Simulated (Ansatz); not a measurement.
MoTe2, response to strain

The reference is MoTe2 (space group P6_3/mmc, No. 194; a = 3.4966 Å, c = 13.6959 Å; layered, stacked along the Cartesian z axis).

Strains are applied to the cell and any free atomic positions relax.

Calculations: Ansatz (a program for electronic structure), PBE-D3(BJ), PAW, cutoff 420 eV, spin-orbit coupling left out.

Notes on the quantities. energy relative to the base: free energy F.

```tsv
isotropic strain (%)	energy relative to the base (meV/atom)
-3	35.9
-2.4	22.3
-1.8	?
-1.2	5.3
-0.6	1.3
0	0.0
```

Fit ΔE = Aε² + Bε³ (ε in %) to the rows shown and predict the withheld row.

Least squares on the printed values gives A = 3.44 and B = -0.18 meV/atom (largest residual 0.0 meV/atom); this predicts 12.2 meV/atom, and the run gives 12.2 meV/atom, in agreement.

Whether these cells are dynamically stable was not tested. The D3 term's C6 switches between coordination references near this geometry, which can add small steps to energies.
